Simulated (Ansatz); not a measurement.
Band structure of In2O3 (Ia-3, 40 atoms in the cell).

```yaml
crystal:
  lattice:
    - [-5.12628, 5.12628, 5.12628]
    - [5.12628, -5.12628, 5.12628]
    - [5.12628, 5.12628, -5.12628]
  atoms:
    - { symbol: In, position: [0.50000, 0.50000, 0.50000] }
    - { symbol: In, position: [0.50000, 0.00000, 0.00000] }
    - { symbol: In, position: [0.00000, 0.00000, 0.50000] }
    - { symbol: In, position: [0.00000, 0.50000, 0.00000] }
    - { symbol: In, position: [0.25000, 0.71650, 0.46650] }
    - { symbol: In, position: [0.75000, 0.78350, 0.03350] }
    - { symbol: In, position: [0.46650, 0.25000, 0.71650] }
    - { symbol: In, position: [0.03350, 0.75000, 0.78350] }
    - { symbol: In, position: [0.71650, 0.46650, 0.25000] }
    - { symbol: In, position: [0.78350, 0.03350, 0.75000] }
    - { symbol: In, position: [0.75000, 0.28350, 0.53350] }
    - { symbol: In, position: [0.25000, 0.21650, 0.96650] }
    - { symbol: In, position: [0.53350, 0.75000, 0.28350] }
    - { symbol: In, position: [0.96650, 0.25000, 0.21650] }
    - { symbol: In, position: [0.28350, 0.53350, 0.75000] }
    - { symbol: In, position: [0.21650, 0.96650, 0.25000] }
    - { symbol: O, position: [0.53610, 0.77370, 0.54340] }
    - { symbol: O, position: [0.73030, 0.99270, 0.95660] }
    - { symbol: O, position: [0.76970, 0.72630, 0.26240] }
    - { symbol: O, position: [0.96390, 0.50730, 0.23760] }
    - { symbol: O, position: [0.54340, 0.53610, 0.77370] }
    - { symbol: O, position: [0.95660, 0.73030, 0.99270] }
    - { symbol: O, position: [0.26240, 0.76970, 0.72630] }
    - { symbol: O, position: [0.23760, 0.96390, 0.50730] }
    - { symbol: O, position: [0.77370, 0.54340, 0.53610] }
    - { symbol: O, position: [0.99270, 0.95660, 0.73030] }
    - { symbol: O, position: [0.72630, 0.26240, 0.76970] }
    - { symbol: O, position: [0.50730, 0.23760, 0.96390] }
    - { symbol: O, position: [0.46390, 0.22630, 0.45660] }
    - { symbol: O, position: [0.26970, 0.00730, 0.04340] }
    - { symbol: O, position: [0.23030, 0.27370, 0.73760] }
    - { symbol: O, position: [0.03610, 0.49270, 0.76240] }
    - { symbol: O, position: [0.45660, 0.46390, 0.22630] }
    - { symbol: O, position: [0.04340, 0.26970, 0.00730] }
    - { symbol: O, position: [0.73760, 0.23030, 0.27370] }
    - { symbol: O, position: [0.76240, 0.03610, 0.49270] }
    - { symbol: O, position: [0.22630, 0.45660, 0.46390] }
    - { symbol: O, position: [0.00730, 0.04340, 0.26970] }
    - { symbol: O, position: [0.27370, 0.73760, 0.23030] }
    - { symbol: O, position: [0.49270, 0.76240, 0.03610] }
```

Method: revPBE, PAW files made with PBE (plane waves; Ansatz, an electronic-structure program).

Settings: basis.ecutwfc = 420 eV; kpoints.mp_grid.grid = 3 3 3; hamiltonian.xc = revpbe; hamiltonian.pseudopotentials = {kind: paw} (the program's default PAW files); scf.occupations.method = fermi_dirac; scf.occupations.width = 0.1 eV; kpoints.band_path.npoints = 10.

The starting cell was generated: these elements placed on a structure prototype, without a prior relaxation; it need not be a known phase or ordering of this composition. Its lattice was rescaled by a random factor within 2.5 % of one.

Predict the gap along the standard path and the places of the band edges.

The gap along the path is 1.07 eV, direct at Γ to within 0.01 eV.

Levels in eV from the top of the valence band on the path, bands 173 to 180:
```csv
point,173,174,175,176,177,178,179,180
Γ,-0.23,0.00,0.00,0.00,1.07,5.39,5.39,5.39
H,-0.21,-0.21,-0.21,-0.14,4.01,4.01,4.01,4.04
N,-0.13,-0.13,-0.02,-0.02,3.12,3.12,4.82,4.82
P,-0.08,-0.08,-0.08,-0.08,3.72,3.72,3.72,3.72
```

Keys are those of Ansatz 0.2.
